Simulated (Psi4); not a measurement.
Psi4 1.11, PBE0/def2-svpd: diboron tetrachloride (ClB(Cl)B(Cl)Cl), 6 atoms. The geometry is a generated start, not checked to be a minimum at this level.

```json
{
 "task": "gradient",
 "method": "pbe0",
 "basis": "def2-svpd",
 "memory": "7 GB",
 "scf_type": "df (default)",
 "guess": "auto, which took SAD (default)",
 "diis_max_vecs": "10 (default)",
 "scf_initial_accelerator": "adiis (default)",
 "e_convergence": "1e-08 (default)",
 "d_convergence": "1e-08 (default)",
 "basis functions (reference run)": "148",
 "grid points (reference run)": "1100284"
}
```

```xyz
6

Cl    -1.6712    -1.4313     0.6102
B     -0.8465    -0.0828    -0.0701
Cl    -1.8023     1.0743    -0.9083
B      0.8442     0.0846     0.0719
Cl     1.9255    -1.0518    -0.6263
Cl     1.5501     1.4071     0.9226
```

Differences are taken against the run with dft_radial_points = 200, dft_spherical_points = 974, dft_pruning_scheme = none (default); no run here is proven converged. Each setting ran once; only counts and results are compared.

Settings tried, all else as in the reference:
- dft_radial_points = 75 (default), dft_spherical_points = 302 (default), dft_pruning_scheme = treutler
- dft_radial_points = 75 (default), dft_spherical_points = 302 (default), dft_pruning_scheme = robust
- dft_radial_points = 50, dft_spherical_points = 194
- dft_radial_points = 75 (default), dft_spherical_points = 302 (default)
- dft_radial_points = 99, dft_spherical_points = 590
- dft_radial_points = 99, dft_spherical_points = 590, dft_pruning_scheme = treutler
- dft_radial_points = 75 (default), dft_spherical_points = 434
- dft_radial_points = 25, dft_spherical_points = 50
- dft_radial_points = 150, dft_spherical_points = 770
- dft_radial_points = 35, dft_spherical_points = 110

### Question
Which of these stay within 10 meV/atom in energy, 100 meV/Å in forces (largest component) of the reference run?

### Answer
Within it: dft_radial_points = 150, dft_spherical_points = 770; dft_radial_points = 99, dft_spherical_points = 590; dft_radial_points = 75 (default), dft_spherical_points = 434; dft_radial_points = 99, dft_spherical_points = 590, dft_pruning_scheme = treutler; dft_radial_points = 75 (default), dft_spherical_points = 302 (default); dft_radial_points = 75 (default), dft_spherical_points = 302 (default), dft_pruning_scheme = robust; dft_radial_points = 75 (default), dft_spherical_points = 302 (default), dft_pruning_scheme = treutler; dft_radial_points = 50, dft_spherical_points = 194. Outside: dft_radial_points = 35, dft_spherical_points = 110; dft_radial_points = 25, dft_spherical_points = 50.

| setting | grid points | energy against the reference | difference in forces (largest component) |
|---|---|---|---|
| the reference | 1100284 | — | — |
| dft_radial_points = 150, dft_spherical_points = 770 | 653635 | +0.0025 meV/atom | 0.056 meV/Å |
| dft_radial_points = 99, dft_spherical_points = 590 | 332719 | under 0.001 meV/atom | 0.17 meV/Å |
| dft_radial_points = 75 (default), dft_spherical_points = 434 | 185189 | −0.012 meV/atom | 0.91 meV/Å |
| dft_radial_points = 99, dft_spherical_points = 590, dft_pruning_scheme = treutler | 172591 | +0.0077 meV/atom | 1.3 meV/Å |
| dft_radial_points = 75 (default), dft_spherical_points = 302 (default) | 128902 | −0.0100 meV/atom | 1.5 meV/Å |
| dft_radial_points = 75 (default), dft_spherical_points = 302 (default), dft_pruning_scheme = robust | 88594 | −0.010 meV/atom | 1.5 meV/Å |
| dft_radial_points = 75 (default), dft_spherical_points = 302 (default), dft_pruning_scheme = treutler | 71170 | −0.0049 meV/atom | 2.1 meV/Å |
| dft_radial_points = 50, dft_spherical_points = 194 | 56375 | +0.99 meV/atom | 8.3 meV/Å |
| dft_radial_points = 35, dft_spherical_points = 110 | 22422 | −19 meV/atom | 40 meV/Å |
| dft_radial_points = 25, dft_spherical_points = 50 | 7367 | +770 meV/atom | 240 meV/Å |

Total energies are compared; such shifts often cancel in part in energy differences. The gradients leave out the derivatives of the grid weights. Also tried and not ranked: dft_radial_points = 99, dft_spherical_points = 590, dft_pruning_scheme = robust (same energy as a listed run). The tolerance is a choice made for this comparison.
